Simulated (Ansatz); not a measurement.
H on the 1x1 (0001) surface of hcp Co, ferromagnetic, one in a 2x2 cell: adsorption energies (eV for each) against ½ H2(g) in Ansatz (plane waves, PAW). Structures relaxed with PBE; the other functionals are single points on them, with slab and gas at the same level. No dispersion, zero-point or thermal terms. Rows are starts at which the adsorbate stayed; left out, since it moved away, changed or didn't bind there, or the run didn't converge: bridge Co-Co (span 2.5 Å).

Model: 17-atom slab, 6.0 Å thick at the start under the adsorbate (thin: gaps and levels are the slab's own), 7x7x1 mesh, Fermi-Dirac 0.1 eV, dipole correction, 8 atoms held, the rest relaxed; each run with such symmetry as its start has; spin-polarised, no spin-orbit, no U, no dispersion correction.

| site | PBE | RPBE |
|---|---|---|
| top Co | 0.08 | 0.22 |
| hollow Co-Co-Co | -0.54 | -0.37 |
| hollow Co-Co-Co over Co at depth 2.0 Å | -0.51 | -0.35 |

RPBE moves the energies by 0.16 eV on average against PBE and puts 'hollow Co-Co-Co' lowest, as PBE does.

Ansatz is a program for electronic structure.
